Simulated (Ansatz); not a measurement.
An Ansatz (a first-principles code) run: InPt3; Ansatz PBEsol, without spin-orbit coupling.

Input:

Ansatz 0.2 input:
```yaml
crystal:
  lattice:
    - [3.993148475, 0, 0]
    - [0, 3.993148475, 0]
    - [0, 0, 3.993148475]
  atoms:
    - { symbol: In, position: [0, 0, 0] }
    - { symbol: Pt, position: [0, 0.5, 0.5] }
    - { symbol: Pt, position: [0.5, 0, 0.5] }
    - { symbol: Pt, position: [0.5, 0.5, 0] }
basis: { ecutwfc: 420, ecutrho_ratio: 4, xc_grid: 2, fft_grid_basis: typed }
kpoints: { mp_grid: { grid: [12, 12, 12] } }
hamiltonian:
  xc: pbesol
  dispersion: none
  pseudopotentials: { kind: paw }
scf: { occupations: { method: fermi_dirac, width: 0.05 }, convergence: { dr2_threshold: 0.0000000004 } }
output: { forces: true, stress: true }
```

Output:

```
WARN ansatz: RAYON_NUM_THREADS=2 ignored (pool sized by the plan → 2); use --threads N
Pseudopotentials: kind: paw
Pseudopotential: In, paw, valence charge 13
Pseudopotential: Pt, paw, valence charge 18
Functional definition: PBEsol
Crystal: 4 atoms, lattice volume = 63.672 Å³
Basis set: ecut = 420 eV, 1237 PW (Γ), exchange–correlation on 54×54×54 points (8 copies of the dense FFT grid, shifted against one another)
Bands: 39, of which v1, the nominal top of the filled ones, is band 34 counted from 1 (33 counted from 0)
Symmetry: 48 space group operations
Space group: Pm-3m (ITA 221), of the structure as read, at distance tolerance 4.0e-5 Å
k-points: 84 of 1728
PAW frozen core: In, regenerated for the run's functional, and the local potential with it
PAW frozen core: Pt, regenerated for the run's functional, and the local potential with it
Initial density: superposition of atomic densities (neutral atoms: chi_scale 0, normalization atom), corrected by the library's trained network
Initial wavefunctions: pseudopotential atomic-orbital guess
Eigensolver: davidson
Functional: x = pbesol(κ = 0.804, μ = 0.12345679012345678), c = pbesol(β = 0.046)
SCF iter   1: F=—  HF=-42678.385554 eV  |F-HF|=—  |Δ(HF+E_count)|=         —  Δρ=9.88e-3  dr2=6.89e-2  ethr=1.77e-3  ⟨swp⟩=6.0  Hψ=11416  notcnv=0
all-band conjugate gradients solve this SCF's bands
preconditioner: auto → Kerker (q_TF=auto, 2.752 Å⁻¹)
SCF iter   2: F=—  HF=-42678.374812 eV  |F-HF|=—  |Δ(HF+E_count)|=   1.07e-2  Δρ=4.71e-3  dr2=1.75e-2  ethr=1.03e-4  ⟨swp⟩=2.3  Hψ=4717  notcnv=0  defer=3
SCF iter   3: F=—  HF=-42678.370684 eV  |F-HF|=—  |Δ(HF+E_count)|=   4.13e-3  Δρ=8.32e-4  dr2=5.61e-4  ethr=2.61e-5  ⟨swp⟩=2.0  Hψ=4313  notcnv=0  defer=8
SCF iter   4: F=—  HF=-42678.370554 eV  |F-HF|=—  |Δ(HF+E_count)|=   1.31e-4  Δρ=1.66e-4  dr2=3.93e-5  ethr=8.37e-7  ⟨swp⟩=2.5  Hψ=4645  notcnv=0  defer=8
SCF iter   5: F=—  HF=-42678.370557 eV  |F-HF|=—  |Δ(HF+E_count)|=   3.33e-6  Δρ=5.39e-5  dr2=1.80e-6  ethr=5.86e-8  ⟨swp⟩=2.1  Hψ=4520  notcnv=0  defer=8
SCF iter   6: F=—  HF=-42678.370558 eV  |F-HF|=—  |Δ(HF+E_count)|=   7.95e-7  Δρ=1.50e-5  dr2=1.76e-7  ethr=2.69e-9  ⟨swp⟩=2.0  Hψ=4701  notcnv=0  defer=8
SCF iter   7: F=—  HF=-42678.370558 eV  |F-HF|=—  |Δ(HF+E_count)|=   4.65e-8  Δρ=4.31e-6  dr2=1.01e-8  ethr=2.63e-10  ⟨swp⟩=2.0  Hψ=4699  notcnv=0  defer=8
SCF iter   8: F=—  HF=-42678.370558 eV  |F-HF|=—  |Δ(HF+E_count)|=   1.73e-9  Δρ=1.25e-6  dr2=1.23e-9  ethr=1.51e-11  ⟨swp⟩=2.0  Hψ=4465  notcnv=0  defer=8
SCF iter   9: F=-42678.370558 eV  HF=-42678.370558 eV  |F-HF|=3.64e-11  |Δ(HF+E_count)|=  2.33e-10  Δρ=2.28e-7  dr2=3.24e-11  ethr=1.00e-12  ⟨swp⟩=4.0  Hψ=10599  notcnv=0
SCF 1 converged in 9 iterations: F = -42678.370558 eV  dr2 = 3.24e-11
SCF converged after 9 iterations
Free energy (F): -42678.370558 eV
Harris-Foulkes:  -42678.370558 eV  (|F-HF|=3.64e-11)
Internal energy: -42678.344075 eV  (E = F + TS)
E sigma→0 (E₀):  -42678.357316 eV
Entropy (-TS):   -0.026483 eV (-6.621 meV/atom)
Fermi energy:    20.670541 eV
--- Per-component energies (eV) ---
  E_band       = -403.029543
  E_kinetic    = 2162.474356
  E_local      = -5515.558455  (includes V_loc(G=0)·N_el)
  E_nonlocal   = 978.777253
  E_hartree    = 2080.349230
  E_xc         = -996.182791
  E_vxc        = -1009.532277  (∫ρ·V_xc dr)
  E_paw        = -32035.760172  (= ΣΔE_a)
  E_vpaw       = -1179.889627  (= ΣTr[D̂ρ^β])
  E_aug_tail   = 0.000593  (compensation charges beyond the density's cutoff)
  E_ewald      = -9353.540935
  E_core_change = 1.096846  (= ΣΔE_core)
  E_smearing   = -0.026483  (= −TS)
  E_closure    = 0.000000  (closes the sum)
  Σ components = -42678.370558   (vs F -42678.370558, Δ=0.00e0)
  [band-id]    e_kinetic+e_local+e_nonlocal+2·e_hartree+e_vxc+e_vpaw+e_augmentation_tail = -403.029698   (vs E_band -403.029543, Δ=-1.55e-4)
--- Forces (eV/Å), atoms counted from 1 ---
  atom   1  In    -0.00000000    -0.00000000     0.00000000
  atom   2  Pt     0.00000000    -0.00000000    -0.00000000
  atom   3  Pt     0.00000000    -0.00000000    -0.00000000
  atom   4  Pt     0.00000000    -0.00000000    -0.00000000
  max |Σ_I F_I| component: 2.13e-28 eV/Å
--- Stress (GPa, compression-positive) ---
       -0.005125      -0.000000       0.000000
        0.000000      -0.005125       0.000000
        0.000000       0.000000      -0.005125
  P = ⅓ Tr σ = -0.0051 GPa (-0.051 kbar)
  The stress holds the Pulay correction. Without it, at fixed plane waves, as pw.x and ABINIT print it: P = -0.0820 GPa
  The stress includes an estimate of the error left by incomplete SCF convergence (largest component 0.0001 GPa).
--- Band table ---
  band table: none
```

No phonon test of stability was made. All final runs are without spin polarisation. The cell is InPt$_{3}$ in the Cu3Au type structure (space group Pm-3m, No. 221).
